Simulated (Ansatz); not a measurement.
Take ZnSiP₂ in the chalcopyrite structure (space group I-42d, No. 122) as the base.

```yaml
crystal:
  lattice:
    - [-2.70935, 2.70935, 5.26972]
    - [2.70935, -2.70935, 5.26972]
    - [2.70935, 2.70935, -5.26972]
  atoms:
    - { symbol: Zn, position: [0.75000, 0.25000, 0.50000] }
    - { symbol: Zn, position: [0.00000, 0.00000, 0.00000] }
    - { symbol: Si, position: [0.25000, 0.75000, 0.50000] }
    - { symbol: Si, position: [0.50000, 0.50000, 0.00000] }
    - { symbol: P, position: [0.14230, 0.12500, 0.51730] }
    - { symbol: P, position: [0.60770, 0.62500, 0.48270] }
    - { symbol: P, position: [0.37500, 0.85770, 0.98270] }
    - { symbol: P, position: [0.87500, 0.39230, 0.01730] }
```

Method: Ansatz (a program for electronic structure), PBE, PAW, cutoff 420 eV, scalar-relativistic without spin-orbit coupling.

Before the change:

The electron mass comes out as 1.5 mₑ along c, 0.26 mₑ across (at Γ), the band gap comes out as 1.36 eV and the shortest interatomic distance is 2.272 Å.

Modification: a hydrostatic pressure of 1.8 GPa.

What does the calculation give for the electron mass, band gap and shortest interatomic distance after the change?

The electron mass changes from 1.5 mₑ along c, 0.26 mₑ across (at Γ) to 1.4 mₑ along c, 0.26 mₑ across (at Γ); the band gap falls by 0.05 eV (1.36 eV → 1.31 eV); the shortest interatomic distance shrinks by 0.013 Å, from 2.272 Å to 2.259 Å.

Load acts through the strain it causes; cell and atoms are relaxed under it. Masses are band curvatures over ±0.01 Å⁻¹ around the edge. Whether these cells are dynamically stable was not tested.
